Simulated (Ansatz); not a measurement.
Input and output of a relaxation of cell and atoms for GePd (Pnma, 8 atoms in the cell) (Ansatz, a program for electronic structure).

Method: PBEsol, default PAW files made with PBE (plane waves; Ansatz).

The change in words: atoms on their sites; basis.ecutwfc: 420 eV → 210 eV; relax: default → cell and atoms. Reference geometry:
```
GePd
1.0
    5.76622     0.00000     0.00000
    0.00000     3.53861     0.00000
    0.00000     0.00000     6.27726
Ge Pd
4 4
Direct
  0.81460   0.75000   0.58578
  0.18540   0.25000   0.42219
  0.68540   0.25000   0.07781
  0.31460   0.75000   0.92219
  0.99622   0.75000   0.19099
  0.00378   0.25000   0.80901
  0.50378   0.25000   0.69099
  0.49622   0.75000   0.30901
```

Reference input (self-consistent single point, DFT, PBEsol, plane waves, default PAW files made with PBE): basis.ecutwfc = 420 eV; kpoints.mp_grid.grid = 2 3 2; hamiltonian.xc = pbesol; hamiltonian.pseudopotentials = {kind: paw} (the program's default PAW files); scf.occupations.method = gaussian; scf.occupations.width = 0.1 eV. This run's input differs from it in these lines:

Ansatz 0.2 input:
```diff
@@ -7,3 +7,3 @@
   atoms:
-    - { symbol: Ge, position: [0.81460000, 0.75000000, 0.58577500] }
+    - { symbol: Ge, position: [0.81460000, 0.75000000, 0.57781000] }
     - { symbol: Ge, position: [0.18540000, 0.25000000, 0.42219000] }
@@ -16,3 +16,3 @@
 basis:
-  ecutwfc: 420.0
+  ecutwfc: 210.0
 kpoints:
@@ -28,2 +28,4 @@
     width: 0.1
+relax:
+  cell: {}
 output:
```

Output, abridged:

```
   [... SCF lines of the steps left out ...]
relax step   1: F+E_penalty+E_count = -44588.66058275 eV  Δ(F+E_penalty+E_count) = +0.000e0 eV  max|allowed force component| = 1.744e-1 eV/Å  Δτ_max = 0.0000 Å  P = -6.073 GPa  Ω = 128.084 Å³  (8 SCF iters, dr2 threshold 1.00e-7 eV, accepted)
relax step   2: F+E_penalty+E_count = -44602.58699580 eV  Δ(F+E_penalty+E_count) = -1.393e1 eV  max|allowed force component| = 9.432e-2 eV/Å  Δτ_max = 0.0214 Å  P = +79.970 GPa  Ω = 121.141 Å³  energy of the carried Pulay correction = +1.563e1 eV  [...]
   [... lines left out ...]
relax step 119: F+E_penalty+E_count = -44587.79047732 eV  Δ(F+E_penalty+E_count) = -3.950e-5 eV  max|allowed force component| = 3.936e-3 eV/Å  Δτ_max = 0.0010 Å  P = -0.020 GPa  Ω = 124.441 Å³  energy of the carried Pulay correction = +1.726e-2 eV  [...]
relax step 120: F+E_penalty+E_count = -44587.78892926 eV  Δ(F+E_penalty+E_count) = +1.548e-3 eV  max|allowed force component| = 1.312e-3 eV/Å  Δτ_max = 0.0005 Å  P = -0.032 GPa  Ω = 124.442 Å³  energy of the carried Pulay correction = +1.570e-2 eV  [...]
Step failed. What follows is not a result of the run: it is the report of the last solve that finished, which converged after 6 SCF iterations.
Free energy (F): -44587.788929 eV
Internal energy: -44587.773099 eV  (E = F + TS)
E sigma→0 (E₀):  -44587.781014 eV
Entropy (-TS):   -0.015831 eV (-1.979 meV/atom)
Fermi energy:    16.961220 eV
--- Forces (eV/Å), atoms counted from 1 ---
   [... lines left out ...]
Error: variable-cell relaxation did not converge after 120 `relax_step` rows, as none of its last 18 fresh-basis SCF(s) at a relaxed cell met both thresholds with a finite energy. The last misses `relax.cell.stress_tol`: largest allowed force component 6.03e-3 eV/Å (`relax.f_tol` 1.00e-2 eV/Å), stress off the target on the free part of the cell 5.68e-1 GPa (`relax.cell.stress_tol` 5.00e-2 GPa), F+E_penalty+E_count -44587.77309909 eV. The closest is row 104, whose structure comes with this error. Larger ratio of force or stress to its threshold at each such SCF whose figures are numbers: 107.527, 118.109, 100.560, 107.384, 101.890, 93.568, 95.489, 87.229, 49.833, 44.995, 50.502, [...]
  cell:  # Å, volume = 124.4982 Å³
   [... lines left out ...]
    - [9.173394806058938e-33, 6.013863569516241e-31, 6.399514157264062]
  atoms:
    - { symbol: Ge, position: [0.8179411594812952, 0.7499999999999999, 0.5706966145773587] }
    - { symbol: Ge, position: [0.18205884051870505, 0.24999999999999997, 0.42930338542264124] }
    - { symbol: Ge, position: [0.6820588405187047, 0.24999999999999997, 0.07069661457735842] }
    - { symbol: Ge, position: [0.317941159481295, 0.7499999999999999, 0.9293033854226418] }
    - { symbol: Pd, position: [0.992992519379174, 0.7499999999999999, 0.1926043676483532] }
    - { symbol: Pd, position: [0.007007480620826469, 0.24999999999999997, 0.8073956323516467] }
    - { symbol: Pd, position: [0.5070074806208266, 0.24999999999999997, 0.6926043676483531] }
    - { symbol: Pd, position: [0.4929925193791735, 0.7499999999999999, 0.30739563235164674] }
```

The relaxation ended unconverged.  The full log also holds: “iter 4 did not close the SCF: its close was put off for the readings that it lacked (scf_convergence_deferred on its scf_iter line)”. The full log also holds: “iter 5 did not close the SCF: its close was put off for the readings that it lacked (scf_convergence_deferred on its scf_iter line)”.

The starting cell comes from a database of computed structures (which also holds hypothetical and non-ambient phases and stackings), without a prior relaxation at this level. Its lattice was rescaled by up to half a per cent. The cutoff lies below the one recommended for these files.

Cost on one core of a shared machine: roughly 4 min.
